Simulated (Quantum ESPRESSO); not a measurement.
**σxx against uniaxial strain in fluorite-structure HfO2 (space group 225): C11 (Quantum ESPRESSO, LDA)**

```
CELL_PARAMETERS angstrom
      0.00000     2.49576     2.49576
      2.45833     0.00000     2.49576
      2.45833     2.49576     0.00000
ATOMIC_POSITIONS crystal
  Hf 0.00000 0.00000 0.00000
  O  0.25000 0.25000 0.25000
  O  0.75000 0.75000 0.75000
```

Method: LDA (PZ), GBRV 1.5 ultrasoft (LDA) pseudopotentials (plane waves; Quantum ESPRESSO). Settings: ecutwfc = 52 Ry; ecutrho = 416 Ry; occupations = smearing; smearing = fermi-dirac; degauss = 0.000734986 Ry; potentials = {Hf: hf_lda_v1.uspp.F.UPF, O: o_lda_v1.2.uspp.F.UPF}; K_POINTS = automatic 14 14 14 0 0 0; conv_thr = 1e-10 Ry. The cell above is the first row's. The rows stretch one cube axis (x) by the strain ε and hold the other two. Stress is positive in tension. In all rows fractional positions and the k mesh are held.

| ε (%) | σxx (GPa) |
|---|---|
| -1.5 | ? |
| -1.0 | -5.99 |
| -0.5 | -2.79 |
| 0.0 | 0.34 |
| 0.5 | 3.40 |
| 1.0 | 6.40 |
| 1.5 | 9.33 |
| 2.0 | 12.20 |

Fit σxx of the 7 rows that show it with a parabola. Least squares gives σxx = 0.338 + 6.1940·ε - 0.1319·ε². Residuals (row less fit): -0.002, 0.002, 0.002, -0.002, 0.000, -0.002, 0.002; standard error 0.002 (degrees of freedom: 4). The slope at ε = 0, 6.1940 GPa per cent, gives C11 ≈ 100 × 6.1940 = 619 GPa, for the static lattice.

**Question.** Predict the withheld σxx at ε = -1.5 from the fit, and compare with the calculation.

**Answer.** σxx = 0.338 + 6.1940 × (-1.5) - 0.1319 × (-1.5)² = -9.250 GPa. The calculation gives -9.26 GPa, 0.010 GPa below the prediction (under 0.05 % of the range of σxx in the table). The row lies outside the fitted rows, so this is an extrapolation.

Carrying the step between the two nearest rows on in a straight line would have given -9.19, off by 0.07; series whose last step already gives the withheld value aren't shown. The reference cell has the volume at which an earlier scan in this program and functional put its minimum by a fit. This is a high-temperature phase, held here by symmetry. The runs keep the symmetry of the cell, so they don't test it for distortions. The unstrained cell stands at a pressure of -0.34 GPa, and the constants belong to that pressure. By symmetry this strain leaves no force on the atoms; the largest in the rows is 0.000 eV/Å. Spin-orbit coupling is off. Cutoffs and mesh are single choices, not tested for convergence of this quantity. Series with a scatter that would blur these digits, or in which a gap closes, are not shown. Strain series were run only where this level's volume lies within 10 % of a first guess from the measured size.
